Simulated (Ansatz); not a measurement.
# TiB2 under a change: B on a Ti site (antisite), symmetric start

Base system: a 12-atom supercell of TiB$_{2}$ (space group P6/mmm, No. 191; a = 3.0318 Å, c = 3.2243 Å) at its relaxed geometry.

The change: a neutral B on a Ti site (antisite), symmetric start, atoms relaxed at fixed cell.

The values are results of PBE (Ansatz, a quantum-chemistry and plane-wave program), scalar-relativistic without spin-orbit coupling, earlier PAW set, not measurements. Γ-centred 12×12×12 mesh, Fermi–Dirac width 0.05 eV.

```tsv
quantity	base	changed	shift
pressure	0.0 GPa	-7.2 GPa	-7.2 GPa
energy gained by relaxation	–	0.02 eV	–
largest displacement of a host atom from its site in the perfect cell	–	0.02 Å	–
mean distance from the defect site to its nearest host atoms	2.38 Å	2.37 Å	-0.01 Å
```

Final structure:

```xyz
12
Lattice="6.0637 0.0000 0.0000 -3.0318 5.2513 0.0000 3.0318 5.2513 3.2243" Properties=species:S:1:pos:R:3 pbc="T T T"
B      0.0000     0.0000     0.0000
Ti    -1.5159     2.6256     0.0000
Ti     3.0318     0.0000     0.0000
Ti     1.5159     2.6256     0.0000
B      3.0318     6.9859     1.6121
B      4.5341     4.3840     1.6121
B      0.0000     7.0017     1.6121
B      1.5296     4.3840     1.6121
B      4.5341     6.1186     1.6121
B      6.0637     3.5009     1.6121
B      1.5296     6.1186     1.6121
B      3.0318     3.5167     1.6121
```

Cost of the whole job for the changed cell (relaxation, final SCF and bands): roughly 80 core-seconds.

In so small a cell the defect repeats every few ångströms: this is an ordered compound, not a dilute defect. The defect started on the symmetric site and kept its symmetry, so it may sit on a saddle. All final runs are without spin polarisation. The defect cell is not spin-polarised.
